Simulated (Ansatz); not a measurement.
Worked example: relaxation of cell and atoms of In2CuTe3Br (P1, 7 atoms in the cell) in Ansatz (a first-principles code).

Level of theory: LDA (PW92), PAW files made with PBE (plane waves; Ansatz).

```yaml
crystal:
  lattice:
    - [6.31253, 0.00000, 0.00000]
    - [-0.07716, 6.33115, 0.00000]
    - [-2.99895, -3.19664, 6.31449]
  atoms:
    - { symbol: In, position: [0.98410, 0.99747, 0.01071] }
    - { symbol: In, position: [0.24818, 0.73345, 0.47879] }
    - { symbol: Cu, position: [0.52128, 0.52736, 0.01221] }
    - { symbol: Te, position: [0.41391, 0.90068, 0.25233] }
    - { symbol: Te, position: [0.82564, 0.37868, 0.25830] }
    - { symbol: Te, position: [0.62015, 0.57943, 0.72950] }
    - { symbol: Br, position: [0.13673, 0.13293, 0.75817] }
```

Reference input (self-consistent single point, DFT, LDA (PW92), plane waves, PAW files made with PBE): kpoints.mp_grid.grid = 3 3 3; hamiltonian.xc = lda; hamiltonian.pseudopotentials = {kind: paw} (the program's default PAW files); scf.occupations.method = gaussian; scf.occupations.width = 0.0015 Ry. This run's input differs from it in these lines:

Ansatz 0.2 input:
```diff
@@ -14,2 +14,4 @@
     - { symbol: Br, position: [0.136730, 0.132930, 0.758170] }
+basis:
+  ecutwfc: 43.4 Ry
 kpoints:
@@ -21,2 +23,4 @@
   occupations: { method: gaussian, width: 0.0015 Ry }
+relax:
+  cell: {}
 output:
```

Log, with long lists cut:

```
   [... SCF lines of the steps left out ...]
relax step   1: F+E_penalty+E_count = -40647.08228300 eV  Δ(F+E_penalty+E_count) = +0.000e0 eV  max|allowed force component| = 3.200e-1 eV/Å  Δτ_max = 0.0000 Å  P = -4.658 GPa  Ω = 252.362 Å³  (11 SCF iters, dr2 threshold 1.00e-7 eV, accepted)
relax step   2: F+E_penalty+E_count = -40647.55675706 eV  Δ(F+E_penalty+E_count) = -4.745e-1 eV  max|allowed force component| = 7.229e-1 eV/Å  Δτ_max = 0.0698 Å  P = +1.114 GPa  Ω = 217.329 Å³  energy of the carried Pulay correction = +1.356e-3 eV  [...]
   [... lines left out ...]
relax step   9: F+E_penalty+E_count = -40647.67136296 eV  Δ(F+E_penalty+E_count) = -1.465e-4 eV  max|allowed force component| = 3.286e-3 eV/Å  Δτ_max = 0.0078 Å  P = +0.003 GPa  Ω = 214.055 Å³  energy of the carried Pulay correction = +1.502e-3 eV  [...]
relax step  10: F+E_penalty+E_count = -40647.67002248 eV  Δ(F+E_penalty+E_count) = +1.340e-3 eV  max|allowed force component| = 3.281e-3 eV/Å  Δτ_max = 0.0000 Å  P = +0.000 GPa  Ω = 214.055 Å³  stress off target by 4.76e-3 GPa  SCF on the basis [...]
basis re-selected at this cell: Δ(F+E_penalty+E_count) = +1.340e-3 eV, ΔP = -0.002 GPa vs the last step
Free energy (F): -40647.670022 eV
Internal energy: -40647.670022 eV  (E = F + TS)
E sigma→0 (E₀):  -40647.670022 eV
Fermi energy:    7.574560 eV
--- Forces (eV/Å), atoms counted from 1 ---
  atom   1  In    -0.00026750    -0.00291185     0.00266656
  atom   2  In     0.00026673    -0.00149102     0.00062336
  atom   3  Cu     0.00240914     0.00328080    -0.00230080
  atom   4  Te     0.00027016     0.00155703    -0.00086380
  atom   5  Te     0.00093386    -0.00059274     0.00210486
  atom   6  Te    -0.00246897     0.00035426     0.00059280
   [... lines left out ...]
  cell:  # Å, volume = 214.0549 Å³
   [... lines left out ...]
    - { symbol: Te, position: [0.41930823067647593, 0.9100798697809377, 0.25435645248820515] }
    - { symbol: Te, position: [0.8206369364410284, 0.3816639290241971, 0.2650350494699008] }
    - { symbol: Te, position: [0.6250223507460038, 0.5611057195546967, 0.7229137875719167] }
    - { symbol: Br, position: [0.14195180148301215, 0.1446922539433174, 0.7619676068316258] }
```

The run converged. 

Summary of the result:
```
Quantity                                                                                                                   Value
------------------------------------------------  ------------------------------------------------------------------------------
Free energy E − TS (on the zero of these files)                                                                   -40647.6700 eV
Top of the valence band (on the code's own zero)                                                                         7.32 eV
Gap on the k-point mesh                                                                                                  0.51 eV
Pressure                                                                                                                0.00 GPa
Largest force (vector length)                                                                                         0.005 eV/Å
Final cell                                        a = 6.0160 Å, b = 5.9601 Å, c = 7.2745 Å, α = 114.33°, β = 113.00°, γ = 90.70°
Final volume per atom                                                                                                   30.58 Å³
Relaxation steps                                                                                                              10
```

The starting cell comes from a database of computed structures (which also holds hypothetical and non-ambient phases and stackings), without a prior relaxation at this level. Its lattice was rescaled by a random factor within 2.5 % of one. Spin-orbit coupling is off. Ansatz's pressure includes its estimate of the finite-basis (Pulay) stress.

Cost on one core of a shared machine: roughly 3 min.
